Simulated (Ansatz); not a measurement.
Bi under a change: Bi → Rh

Take Bi in the A7 type structure (space group R-3m, No. 166; a = 4.473 Å, c = 11.280 Å (hexagonal axes)) as the base.

Perturbation: every Bi is replaced by Rh; the structure is relaxed again.

The values are results of PBEsol-D3(BJ) (Ansatz, a quantum-chemistry and plane-wave program, PAW, scalar-relativistic without spin-orbit coupling), earlier PAW set, not measurements. k-mesh 19×19×19 (Γ-centred); smearing 0.05 eV (Fermi–Dirac), for the changed cell.

The volume per atom drops by 17.365 Å³, from 32.57 Å³ to 15.21 Å³ and the density grows by 0.582 g/cm³, from 10.65 g/cm³ to 11.24 g/cm³. The space group becomes Pm-3m (No. 221) (base: R-3m (No. 166)) and the shortest interatomic distance decreases by 1.106 bohr to 4.682 bohr. The band gap remains zero.

Cost of the whole job for the changed cell (relaxation, final SCF and bands): about 60 core-seconds (a rough figure).

With Bi present, leaving out spin-orbit coupling can change the band edges. Whether these cells are dynamically stable was not tested. As relaxed here, Rh is a hypothetical phase, not in the database extracts checked. All final runs are without spin polarisation. Rh has a high density of states at the Fermi level and may be magnetic at this level.
